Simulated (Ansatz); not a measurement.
**Hf2CS: uniaxial strain ε_yy = +0.75 %**

Take Hf2CS (space group P6_3/mmc, No. 194; a = 3.344 Å, c = 11.960 Å; a cell from a computed database, its experimental status unchecked) as the base. Axes: x lies along a and z along c of the hexagonal cell.

Perturbation: uniaxial strain ε_yy = +0.75 %, all other strain components held at zero; the atoms relax in the strained cell.

Method: PBEsol (Ansatz, an electronic-structure program; PAW; 420 eV plane waves; no SOC). k-mesh 16×16×4 (Γ-centred); smearing 0.05 eV (Fermi–Dirac).

The volume per atom increases by 0.11 Å³, from 14.48 Å³ to 14.59 Å³ and the space group becomes Cmcm (No. 63) (base: P6_3/mmc (No. 194)). The shortest interatomic distance rises by 0.005 bohr to 4.303 bohr and the energy rises by 0.9 meV/atom. The pressure (mean of the normal stresses, compression positive) goes from zero to -1.4 GPa and the band gap is still zero. The stress (xx, yy, zz, yz, xz, xy; compression positive) is (-0.7, -2.5, -0.9, 0.0, 0.0, 0.0) GPa (rough).

Without a gap, meshes like the base's 16×16×4 leave anisotropic stresses uncertain by several tenths of a GPa, and small strain energies with them. No phonon test of stability was made. The final runs are not spin-polarised.
